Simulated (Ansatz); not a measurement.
H2O on the 1x1 (10-10) surface of wurtzite GaN (cut with top plane Ga + N), one in a 2x1 cell, started at the site 'top N'

Host crystal: wurtzite GaN, with a band gap (PBE, scalar-relativistic without spin-orbit coupling).

Calculation: PBE (plane waves to 420 eV, PAW; Ansatz, a first-principles code).

Slab: 35 atoms, 9.3 Å thick at the start under the adsorbate (thin: gaps and levels are the slab's own); k 3x4x1, smearing 0.01 eV, dipole-corrected; 16 atoms held, the rest relaxed; no symmetry held; no spin, no spin-orbit, no U, no dispersion correction. At the end it is bonded to Ga + N. In PBE it is, or lies within 0.03 eV of, the lowest of the starts that converged.

```yaml
energy of the end state, in which the adsorbate came apart, against H2O(g): -2.14 eV
change_of_the_step_from_the_bottom_to_the_top_vacuum_level_against_the_clean_slab: -0.15 eV
energy_released_by_relaxation: 5.98 eV
height of the binding atom over the mean of the host atoms within 0.3 Å of the top one: 1.718 Å
largest_move_of_a_host_atom: 0.36 Å
note: in the relaxation the adsorbate left its starting site by 2.5 Å
cost: roughly 110 core-minutes
```

A negative adsorption energy means that the adsorbate is more stable on the surface than in its reference.
